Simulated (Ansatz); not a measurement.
System: rutile MgH2. Method: PBE-D3(BJ) (Ansatz, a quantum-chemistry and plane-wave program, plane waves, PAW).

Settings: plane-wave cutoff 520 eV, 8×8×12 k mesh (along the axes of the cell as run), Fermi–Dirac smearing 0.01 eV, scalar-relativistic PAW data made under PBE.

Cell (relaxed at this level):

MgH2 is modelled in the tetragonal space group P4₂/mnm (No. 136), the rutile structure, Pearson symbol tP6. Cell: a = b = 4.4341 Å, c = 2.9882 Å, α = β = γ = 90.00°. Mg on 2a has 6 H at 1.908–1.934 Å (octahedral). H on 4f has 3 Mg at 1.908–1.934 Å (trigonal planar). (Neighbours: up to the widest gap in distance over summed covalent radii, below 1.35, at either atom; cation-cation and far metal-metal contacts left out.)

### Question
What does this level give for the pressure derivative B′ of the bulk modulus, band gap, smallest direct gap on the k points sampled and Γ–Γ gap?

### Answer

* **pressure derivative B′ of the bulk modulus**: 3.5
* **band gap**: 3.74 eV (indirect)
* **smallest direct gap on the k points sampled**: 4.68 eV
* **Γ–Γ gap**: 5.11 eV

Note: the bulk modulus comes from volumes at which shape and atoms were relaxed.

Computed values are for the static lattice.

Computing time: about 3 core-minutes (a rough figure).
